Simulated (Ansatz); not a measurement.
AgInTe2: transverse stress against strain

AgInTe2 (chalcopyrite, I-42d, 33.008 Å³/atom and stress up to 0.01 GPa in the relaxed cell, c along z) under a strain ε along c (axis z), the other axes held. PBEsol in Ansatz, a plane-wave DFT program (PAW, default set), 420 eV, 7×7×7 Γ-centred mesh, Fermi-Dirac smearing 0.05 eV; ions are relaxed, or left where forces stay under 0.02 eV/Å, within the symmetry of each cell. Stress is positive for a compressed cell.

Here s stands for strain and y for stress xx.

| strain (%) | stress xx (GPa) |
|---|---|
| -1.50 | 0.60 |
| -0.75 | 0.29 |
| 0.00 | -0.01 |
| 0.75 | -0.29 |
| 1.50 | -0.56 |
| 3.00 | ? |

Fit y of the 5 rows that show it with a straight line. Means: s 0, y 0.006. About the means, the sum of products is -2.1750 and the sum of squares of s is 5.6250; the slope is their ratio. Least squares gives y = 0.006 - 0.3867·s. Residuals (row less fit): 0.014, -0.006, -0.016, -0.006, 0.014; standard error 0.015 (degrees of freedom: 3). The slope gives the elastic constant C13 = 38.7 ± 0.7 GPa (± standard error of the fit, which holds the terms cut off).

Question: Estimate the missing y (s = 3.00); what did the run itself give?

Answer: y = 0.006 - 0.3867 × 3.00 = -1.154 GPa. The calculation gives -1.05 GPa, 0.104 GPa above the prediction (6.3 % of the range of y in the table). The row lies outside the fitted rows, so this is an extrapolation. From the scatter of the fitted rows alone, a prediction at this place has a standard error of 0.026 GPa, so the miss is 4.0 times that.

A polynomial of degree 2 through the 8 other runs of the series gives -1.05 there, so most of the miss is curvature that the fit leaves out. This level leaves no gap over 0.05 eV at strain 3.00 %. The start is a measured cell from the literature; how it stands against other phases or cation orders wasn't checked. Spin-orbit coupling is left out, which can shift these values for the heavy elements here. Rows are the converged runs of the series near zero and its far end; series whose fitted rows scatter by over a few per cent of the range, as at a crossing or softening among them, aren't shown in this form, nor equations of state whose B0' disagrees with the runs' pressures. Most that stay on the fit to the last digits aren't either.
